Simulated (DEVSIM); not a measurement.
Device: Ru/Al2O3/n-Si capacitor, at 300 K.

```csv
layer (left to right),material,thickness (nm),Nd (cm⁻³)
1,Al2O3,5.60,-
2,Si,660,7.6e17
```

Metal gate on the left, work function 4.7 eV. Fixed charge at the semiconductor interface -4e10 cm⁻² (in units of +e); no interface traps.

Constants are typed, rounded textbook-type inputs, not results; the design itself was drawn at random and stands for no fabricated device. Values at 300 K.

```
parameter      Al2O3       Si
-------------  -----  -------
gap (eV)         6.8    1.124
affinity (eV)   1.35     4.05
permittivity       9     11.7
Nc (cm⁻³)          -  2.86e19
Nv (cm⁻³)          -   3.1e19
```

Model (solved in DEVSIM): 1D Poisson equation in equilibrium, Boltzmann statistics, complete ionisation; no quantum confinement or tunnelling. Metal contacts follow the ideal Schottky-Mott rule: no Fermi-level pinning, no interface dipoles.

Q: Tabulate band edges, carrier densities and field at -0.3 V on the gate.

A: Energies count from the Fermi level of the right contact; mesh points crowd at the junctions.

```
x (μm)     Ec (eV)  Ev (eV)  n (cm⁻³)  p (cm⁻³)  field (V/cm)
---------  -------  -------  --------  --------  ------------
0.000        3.650   -3.150     < 1e2     < 1e2       -470000
0.0009111    3.607   -3.193     < 1e2     < 1e2       -470000
0.002149     3.550   -3.250     < 1e2     < 1e2       -470000
0.003733     3.475   -3.325     < 1e2     < 1e2       -470000
0.005190     3.407   -3.393     < 1e2     < 1e2       -470000
0.006014     0.673   -0.451     1.4e8    8.3e11       -360000
0.007334     0.627   -0.497     8.5e8    1.4e11       -350000
0.01118      0.503   -0.621    1.0e11     1.1e9       -300000
0.01725      0.342   -0.782    5.1e13   2300000       -230000
0.02797      0.164   -0.960    5.0e16      2300       -100000
0.04915      0.095   -1.029    7.3e17       160         -2600
0.1050       0.094   -1.030    7.6e17       150           ≈ 0
0.1956       0.094   -1.030    7.6e17       150           ≈ 0
0.3466       0.094   -1.030    7.6e17       150           ≈ 0
0.5292       0.094   -1.030    7.6e17       150           ≈ 0
0.5943       0.094   -1.030    7.6e17       150           ≈ 0
0.6273       0.094   -1.030    7.6e17       150           ≈ 0
0.6460       0.094   -1.030    7.6e17       150           ≈ 0
0.6575       0.094   -1.030    7.6e17       150           ≈ 0
0.6619       0.094   -1.030    7.6e17       150           ≈ 0
0.6641       0.094   -1.030    7.6e17       150           ≈ 0
0.6656       0.094   -1.030    7.6e17       150           ≈ 0
```
